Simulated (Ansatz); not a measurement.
The starting structures come from a database of crystals and need not be the phases stable at ambient conditions.

Inside the gap of an insulator the Bloch states are evanescent, with a wavenumber k + iκ along the transport direction.

```xyz
6
Lattice="6.6703 0.0000 0.0000 0.0000 6.7641 0.0000 3.3352 0.0000 1.9256" Properties=species:S:1:pos:R:3 pbc="T T T"
Ca     2.2234     1.2566     0.0000
Ca     4.4469     5.5075     0.0000
H      2.2234     5.7524     0.0000
H      4.4469     1.0117     0.0000
H      0.0000     0.0000     0.0000
Br     0.0000     3.3820     0.0000
```

Space group of this cell: P-3m1. The cell was relaxed by PBE-D3(BJ); by r2SCAN its mean pressure is 1.7 GPa.

Transport runs along the normal of the first two printed cell vectors, the (110) plane of the conventional cell.

The gap is the functional's own, uncorrected, and κ follows it; spin-orbit coupling is left out. Mid-gap values are interpolated between the computed energies.

Q: Give the band gap and the smallest decay constant κ at mid-gap that r2SCAN in Ansatz (an electronic-structure program) yields.

A: Gap 2.12 eV on a 16×6×16 mesh; κ = 0.163 1/Å, at (0.000, 0.500) of the in-plane reciprocal vectors. At the zone centre, at the nearest computed energy, the slowest state has κ = 0.27 1/Å.
